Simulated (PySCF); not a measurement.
Input and output of a self-consistent single point for KBr (Fm-3m, 2 atoms in the cell) (PySCF).

Method of the run: PBE, Gaussian basis gth-dzvp-molopt-sr, GTH pseudopotentials gth-pbe, FFT density fitting with multigrid (PySCF).

The change in words: lattice scaled by 0.98. Reference geometry:
```
KBr
1.0
    0.00000     3.30000     3.30000
    3.30000     0.00000     3.30000
    3.30000     3.30000     0.00000
K Br
1 1
Direct
  0.00000   0.00000   0.00000
  0.50000   0.50000   0.50000
```

Reference input (self-consistent single point, DFT PBE, Gaussian basis gth-dzvp-molopt-sr, GTH pseudopotentials gth-pbe, FFT density fitting with multigrid): cell.basis = gth-dzvp-molopt-sr; cell.pseudo = gth-pbe; cell.ke_cutoff = 60 Ha; make_kpts mesh = 6 6 6; mf.xc = PBE; smearing.sigma = 0.00183747 Ha; smearing.method = fermi; cell.precision = 1e-06; solver class = KRKS; density fitting = multigrid_numint; mf.conv_tol = 1e-07 Ha; mf.max_cycle = 100. This run's input differs from it in these lines:

```diff
@@ -4,8 +4,8 @@
 cell = gto.Cell()
-cell.a = np.array([[0, 3.3, 3.3],
-              [3.3, 0, 3.3],
-              [3.3, 3.3, 0]])
+cell.a = np.array([[0, 3.234, 3.234],
+              [3.234, 0, 3.234],
+              [3.234, 3.234, 0]])
 cell.atom = [
     ('K', (0, 0, 0)),
-    ('Br', (3.3, 3.3, 3.3)),
+    ('Br', (3.234, 3.234, 3.234)),
 ]
```

Log, with long lists cut:

```
init E= -41.784483450794
    sigma = 0.00183747  Optimized mu = 0.164005870519  entropy = 3.36273949293e-14
nelec by numeric integration = 15.999999999997646
    Total E(T) = -41.8041845939246  Free energy = -41.8041845939246  E0 = -41.8041845939246
cycle= 1 E= -41.8041845939246  delta_E= -0.0197  |g|= 0.452  |ddm|= 19.3
    sigma = 0.00183747  Optimized mu = 0.12693911412  entropy = -0
nelec by numeric integration = 15.999999999997543
    Total E(T) = -41.8050283774192  Free energy = -41.8050283774192  E0 = -41.8050283774192
cycle= 2 E= -41.8050283774192  delta_E= -0.000844  |g|= 0.121  |ddm|= 1.71
   [... lines left out ...]
cycle= 5 E= -41.8050746530787  delta_E= -4.9e-07  |g|= 0.000301  |ddm|= 0.0868
    sigma = 0.00183747  Optimized mu = 0.130475668538  entropy = -0
nelec by numeric integration = 15.99999999999723
    Total E(T) = -41.8050746531571  Free energy = -41.8050746531571  E0 = -41.8050746531571
cycle= 6 E= -41.8050746531571  delta_E= -7.85e-11  |g|= 0.000247  |ddm|= 0.00165
    sigma = 0.00183747  Optimized mu = 0.130477565892  entropy = -0
nelec by numeric integration = 15.99999999999723
    Total E(T) = -41.8050746531576  Free energy = -41.8050746531576  E0 = -41.8050746531576
Extra cycle  E= -41.8050746531576  delta_E= -4.76e-13  |g|= 0.000246  |ddm|= 0.00126
converged SCF energy = -41.8050746531576
electrons per cell = 16.000000
highest filled level = 0.058118 Ha, lowest empty level = 0.230665 Ha
```

The run converged in 6 iterations. Against the reference run the free energy goes up by 20.0 meV/atom and the gap on the mesh goes from 4.518 to 4.695 eV.

The starting cell has typed, rounded lattice constants, without a prior relaxation at this level. For this run, on top of that: lattice scaled by 0.98. Values carry the incompleteness of an atom-centred basis.

Cost on one core of a shared machine: roughly 3 min.
